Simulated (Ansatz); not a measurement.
The reference is GaN in the wurtzite structure (space group P6_3mc, No. 186; a = 3.152 Å, c = 5.138 Å). Axes: x lies along a and z along c of the hexagonal cell.

Structures relaxed with LDA (Ansatz, an electronic-structure program; PAW; 420 eV plane waves; no spin-orbit coupling).

Base:

Simulated powder pattern, Co Kα, λ = 1.79026 Å (kinematic, ideal powder, no thermal factors, no anomalous dispersion; the 8 strongest lines at most, above 2 %, up to 2θ = 90°):

```json
[
 {"2θ (°)": "38.29", "I/Imax (%)": "44", "hkl": "(100)"},
 {"2θ (°)": "40.78", "I/Imax (%)": "36", "hkl": "(002)"},
 {"2θ (°)": "43.60", "I/Imax (%)": "100", "hkl": "(101)"},
 {"2θ (°)": "57.17", "I/Imax (%)": "20", "hkl": "(102)"},
 {"2θ (°)": "69.22", "I/Imax (%)": "29", "hkl": "(110)"},
 {"2θ (°)": "76.19", "I/Imax (%)": "31", "hkl": "(103)"},
 {"2θ (°)": "83.57", "I/Imax (%)": "27", "hkl": "(112)"},
 {"2θ (°)": "85.47", "I/Imax (%)": "16", "hkl": "(201)"}
]
```

After one change:

Simulated powder pattern, Co Kα, λ = 1.79026 Å (kinematic, ideal powder, no thermal factors, no anomalous dispersion; the 8 strongest lines at most, above 2 %, up to 2θ = 90°):

| 2θ (°) | I/Imax (%) |
|---|---|
| 37.42 | 43 |
| 38.29 | 22 |
| 40.78 | 52 |
| 42.82 | 100 |
| 43.60 | 47 |
| 68.66 | 28 |
| 75.65 | 30 |
| 83.04 | 27 |

### Question
Which of these changes matches the shifts?
(A) uniaxial strain ε_xx = +3.00 %
(B) uniaxial strain ε_xx = +1.80 %
(C) uniaxial strain ε_xx = +1.20 %

### Answer
A, uniaxial strain ε_xx = +3.00 %. Its volume per atom is 11.38 Å³ against 11.05 Å³, and its space group is Cmc2_1 (No. 36).

No phonon test of stability was made.
